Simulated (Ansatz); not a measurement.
Input and output of a self-consistent single point for CoSi (R3, 8 atoms in the cell) (Ansatz, a first-principles code).

Level of theory: LDA (PW92), default PAW files made with PBE (plane waves; Ansatz).

The change in words: lattice scaled by 0.98; basis.ecutrho_ratio: default → 16. Reference geometry:
```
CoSi
1.0
    4.42668     0.00000     0.00000
    0.00000     4.42668     0.00000
    0.00000     0.00000     4.42668
Co Si
4 4
Direct
  0.85600   0.64400   0.35600
  0.35600   0.85600   0.64400
  0.15052   0.15052   0.15052
  0.64400   0.35600   0.85600
  0.15700   0.34300   0.65700
  0.65700   0.15700   0.34300
  0.84300   0.84300   0.84300
  0.34300   0.65700   0.15700
```

Reference input (self-consistent single point, DFT, LDA (PW92), plane waves, default PAW files made with PBE): basis.ecutwfc = 420 eV; kpoints.mp_grid.grid = 5 5 5; hamiltonian.xc = lda; hamiltonian.pseudopotentials = {kind: paw} (the program's default PAW files); scf.occupations.method = gaussian; scf.occupations.width = 0.1 eV. This run's input differs from it in these lines:

Ansatz 0.2 input:
```diff
@@ -3,5 +3,5 @@
   lattice:
-    - [4.426680, 0.000000, 0.000000]
-    - [0.000000, 4.426680, 0.000000]
-    - [0.000000, 0.000000, 4.426680]
+    - [4.338146, 0.000000, 0.000000]
+    - [0.000000, 4.338146, 0.000000]
+    - [0.000000, 0.000000, 4.338146]
   atoms:
@@ -17,2 +17,3 @@
   ecutwfc: 420.0
+  ecutrho_ratio: 16
 kpoints:
```

The program printed (abridged):

```
SCF iter   1: F=—  HF=-22691.817380 eV  |F-HF|=—  |Δ(HF+E_count)|=         —  Δρ=1.13e-2  dr2=2.85e-2  ethr=1.77e-3  ⟨swp⟩=7.1  Hψ=4639  notcnv=0  defer=6
all-band conjugate gradients solve this SCF's bands
preconditioner: auto → Kerker (q_TF=auto, 2.741 Å⁻¹)
SCF iter   2: F=—  HF=-22691.807585 eV  |F-HF|=—  |Δ(HF+E_count)|=   9.79e-3  Δρ=4.91e-3  dr2=6.65e-3  ethr=3.40e-5  ⟨swp⟩=2.0  Hψ=2022  notcnv=0  defer=9
   [... lines left out ...]
SCF iter   4: F=—  HF=-22691.805615 eV  |F-HF|=—  |Δ(HF+E_count)|=   1.99e-4  Δρ=4.47e-4  dr2=7.89e-5  ethr=1.03e-6  ⟨swp⟩=2.0  Hψ=1545  notcnv=0  defer=9
SCF iter   5: F=—  HF=-22691.805622 eV  |F-HF|=—  |Δ(HF+E_count)|=   6.97e-6  Δρ=7.51e-5  dr2=3.49e-6  ethr=9.39e-8  ⟨swp⟩=2.1  Hψ=1585  notcnv=0  defer=9
SCF iter   6: F=—  HF=-22691.805620 eV  |F-HF|=—  |Δ(HF+E_count)|=   1.15e-6  Δρ=2.55e-5  dr2=4.08e-7  ethr=4.16e-9  ⟨swp⟩=2.3  Hψ=1733  notcnv=0  defer=9
SCF iter   7: F=-22691.805620 eV  HF=-22691.805620 eV  |F-HF|=7.10e-9  |Δ(HF+E_count)|=   7.75e-8  Δρ=4.04e-6  dr2=1.01e-8  ethr=1.19e-10  ⟨swp⟩=8.6  Hψ=4711  notcnv=0
SCF 1 converged in 7 iterations: F = -22691.805620 eV  dr2 = 1.01e-8
Free energy (F): -22691.805620 eV
Internal energy: -22691.798029 eV  (E = F + TS)
E sigma→0 (E₀):  -22691.801825 eV
Entropy (-TS):   -0.007591 eV (-0.949 meV/atom)
Fermi energy:    17.657775 eV
--- Forces (eV/Å), atoms counted from 1 ---
  atom   1  Co    -0.07564424     0.18105864    -0.09422170
  atom   2  Co    -0.09422170    -0.07564424     0.18105864
  atom   3  Co    -0.29208106    -0.29208106    -0.29208106
  atom   4  Co     0.18105864    -0.09422170    -0.07564424
  atom   5  Si     0.01577970     0.02105690     0.10725257
  atom   6  Si     0.10725257     0.01577970     0.02105690
  atom   7  Si     0.13680183     0.13680183     0.13680183
  atom   8  Si     0.02105690     0.10725257     0.01577970
--- Stress (GPa, compression-positive) ---
        2.340550      -0.018991      -0.018992
       -0.018992       2.340550      -0.018991
       -0.018991      -0.018992       2.340550
  P = ⅓ Tr σ = 2.3406 GPa (23.406 kbar)
  The stress holds the Pulay correction. Without it, at fixed plane waves, as pw.x and ABINIT print it: P = 2.1630 GPa
```

The run converged in 7 iterations. Against the reference run the free energy falls by 20.8 meV/atom, the pressure goes from -11.98 to 2.34 GPa and the largest force hardly changes (0.516 to 0.506 eV/Å).

The starting cell has typed, rounded lattice constants, without a prior relaxation at this level. Its lattice was rescaled by up to half a per cent. One atom was moved a little off its site on purpose. For this run, on top of that: lattice scaled by 0.98. Spin polarisation is off. Ansatz's pressure includes its estimate of the finite-basis (Pulay) stress.
